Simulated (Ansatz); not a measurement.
Results of HSE06 (Ansatz, an electronic-structure program, PAW) for A15 V3Si (cubic form, which distorts at low temperature).

Run with plane-wave cutoff 460 eV, 6×6×6 k mesh, Fermi–Dirac smearing 0.05 eV, no spin polarisation, scalar-relativistic PAW data made under PBE.

Results at a series of volumes:

```
V (Å³/atom)  E − E_lowest (meV/atom)  P (GPa)
-----------  -----------------------  -------
12.031                         22.86    12.11
12.347                          5.40     5.68
12.622                          0.00     0.70
12.981                          5.01    -5.05
13.297                         19.46    -9.48
```

**Question.** Estimate the bulk modulus from the pressures at 12.347 and 12.981 Å³/atom, and compare it with a fit to all energies.

**Answer.** B = −V dP/dV. Between V = 12.347 and 12.981 Å³/atom, dP/dV = (-5.05 − (5.68))/(12.981 − 12.347) = -16.9 GPa per Å³/atom; at the midpoint 12.664 Å³/atom this gives B ≈ 214 GPa. The third-order Birch–Murnaghan fit gives V0 = 12.663 Å³/atom, B0 = 214 GPa, B′ = 3.9, which lies within 1 % of that estimate.

Measured, for comparison: bulk modulus 171 GPa (300 K, not corrected to a static lattice, sources range from 171 to 176; as tabulated in Lu and Klein (1997), arXiv:cond-mat/9704251); equilibrium volume per atom 13.18 Å³/atom (temperature not stated, not corrected to a static lattice; as tabulated in Zeng et al. (2023), arXiv:2309.11055). Computed less measured: bulk modulus +25 % (+22 % to +25 % over the range), equilibrium volume per atom -3.9 %.

Note: the run has no spin polarisation, so it can have missed a magnetic state; symmetry holds this phase in the static calculation, where it need not be a minimum.
